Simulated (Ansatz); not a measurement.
CsCl-type CoAl was calculated with r²SCAN (Ansatz, a first-principles code, PAW).

Settings: plane-wave cutoff 560 eV, 20×20×20 k mesh, Fermi–Dirac smearing 0.05 eV, no spin polarisation, scalar-relativistic PAW data made under PBE.

The volume scan:

```json
[
 {"V (Å³/atom)": "10.576", "E − E_lowest (meV/atom)": "27.89", "P (GPa)": "13.97"},
 {"V (Å³/atom)": "10.801", "E − E_lowest (meV/atom)": "11.96", "P (GPa)": "8.82"},
 {"V (Å³/atom)": "11.027", "E − E_lowest (meV/atom)": "2.89", "P (GPa)": "4.18"},
 {"V (Å³/atom)": "11.252", "E − E_lowest (meV/atom)": "0.00", "P (GPa)": "0.00"},
 {"V (Å³/atom)": "11.477", "E − E_lowest (meV/atom)": "2.69", "P (GPa)": "-3.76"},
 {"V (Å³/atom)": "11.702", "E − E_lowest (meV/atom)": "10.40", "P (GPa)": "-7.16"},
 {"V (Å³/atom)": "11.927", "E − E_lowest (meV/atom)": "22.64", "P (GPa)": "-10.21"}
]
```

Estimate the bulk modulus and its pressure derivative from these points.

V0 = 11.252 Å³/atom, B0 = 198 GPa, B′ = 4.2 (fit to the energies at full precision).

Measured, for comparison: bulk modulus 162 GPa, equilibrium volume per atom 11.71 Å³/atom (room temperature, no zero-point or thermal correction; as tabulated in Yamada et al. (2019), arXiv:1910.09660). Computed (rounded) less measured: bulk modulus +22 %, equilibrium volume per atom -3.9 %.

The computed numbers hold no vibrational or temperature effects.
